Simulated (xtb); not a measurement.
xtb 6.7.1, GFN2-xTB: O=S(=O)(c1ccc2ccccc2c1)c1scc2c1OCCO2, 34 atoms. The geometry is a generated start, not checked to be a minimum at this level.

method: GFN2-xTB
--acc: 1 (default)
--etemp (K): 300 (default)
detailed input (--input): none: ANC optimiser, Lindh (1995) Hessian, microcycle=20, maxdispl=1.0, hlow=0.01 (default)
basis functions: 112
valence electrons: 112

The structure is relaxed from this start with --opt LEVEL for the levels crude, sloppy, loose, lax, normal, tight, vtight, extreme, once each. Up to the end of the extreme run atoms move by at most 1.4 Å along an axis.

### Question
Which level is enough to come within 20 meV of the tightest end point?

### Answer
tight: 81 cycles against 122, ending 0.33 meV above.

```csv
level,cycles,energy above the extreme run (meV),gradient norm (eV/Å)
crude,4,60,0.41
sloppy,8,44,0.23
loose,17,28,0.11
lax,19,27,0.063
normal,22,26,0.017
tight,81,0.33,0.0052
vtight,94,0.14,0.0067
extreme,122,—,0.0014
```
